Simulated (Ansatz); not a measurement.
F on the 1x1 (111) surface of fcc Ir, one in a 2x1 cell, energies for each (13.0 Å²). Energies are against ½ F2(g), without zero-point or thermal terms; each row is named by its start.

Level of theory: PBE (plane waves to 420 eV, PAW; Ansatz, a program for electronic structure).

Model: 9-atom slab, 6.6 Å thick at the start under the adsorbate (thin: gaps and levels are the slab's own), 6x12x1 mesh, Fermi-Dirac 0.1 eV, dipole correction, 4 atoms held, the rest relaxed; each run with such symmetry as its start has; no spin, no spin-orbit, no U, no dispersion correction.

A negative adsorption energy means that the adsorbate is more stable on the surface than in its reference. Starts that drift may end in the same place. Heights count from the host atoms within 0.3 Å of the top one.

```tsv
starting site	E_ads (eV)	height (Å)	nearest host atom (Å)	bonded to	Δ work function (eV)	lateral drift (Å)
top Ir	-2.19	1.96	Ir 1.93	Ir	2.10	0.0
hollow Ir-Ir-Ir over Ir at depth 2.2 Å	-2.19	1.96	Ir 1.93	Ir	2.09	1.6
hollow Ir-Ir-Ir over Ir at depth 4.4 Å	-2.19	1.96	Ir 1.93	Ir	2.09	1.6
bridge Ir-Ir (span 2.7 Å)	-2.19	1.96	Ir 1.93	Ir	2.09	2.4
```
